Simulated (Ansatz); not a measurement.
Band structure of NbFeB (P-6m2, 3 atoms in the cell).

```yaml
crystal:
  lattice:
    - [3.68503, 0.00000, 0.00000]
    - [-1.84251, 3.19133, 0.00000]
    - [0.00000, 0.00000, 2.95804]
  atoms:
    - { symbol: Nb, position: [0.00000, 0.00000, 0.00000] }
    - { symbol: Fe, position: [0.33333, 0.66667, 0.50000] }
    - { symbol: B, position: [0.66667, 0.33333, 0.50000] }
```

Level of theory: PBEsol, PAW files made with PBE (plane waves; Ansatz, a first-principles code).

Settings: kpoints.mp_grid.grid = 14 14 15; hamiltonian.xc = pbesol; hamiltonian.pseudopotentials = {kind: paw} (the program's default PAW files); scf.occupations.method = fermi_dirac; scf.occupations.width = 0.01 Ry; kpoints.band_path.npoints = 8.

The starting cell comes from a database of computed structures (which also holds hypothetical and non-ambient phases and stackings), without a prior relaxation at this level. Spin polarisation is off.

Levels in eV from the Fermi level, bands 13 to 19:
| point | 13 | 14 | 15 | 16 | 17 | 18 | 19 |
|---|---|---|---|---|---|---|---|
| Γ | -1.13 | -1.13 | -0.44 | -0.44 | -0.28 | 2.91 | 2.91 |
| M | -1.72 | -1.54 | -1.49 | 0.41 | 0.46 | 1.29 | 2.03 |
| K | -2.42 | -1.56 | -0.70 | -0.31 | 0.67 | 1.47 | 1.62 |
| A | -2.92 | -2.92 | 0.45 | 1.72 | 1.72 | 2.61 | 2.61 |
| L | -1.74 | -1.28 | -1.05 | -0.76 | -0.14 | 0.45 | 2.41 |
| H | -1.31 | -1.14 | -0.84 | -0.79 | -0.79 | 0.21 | 3.69 |

Bands cross the Fermi level along this path, so the cell is metallic at this level.

Keys are those of Ansatz 0.2.
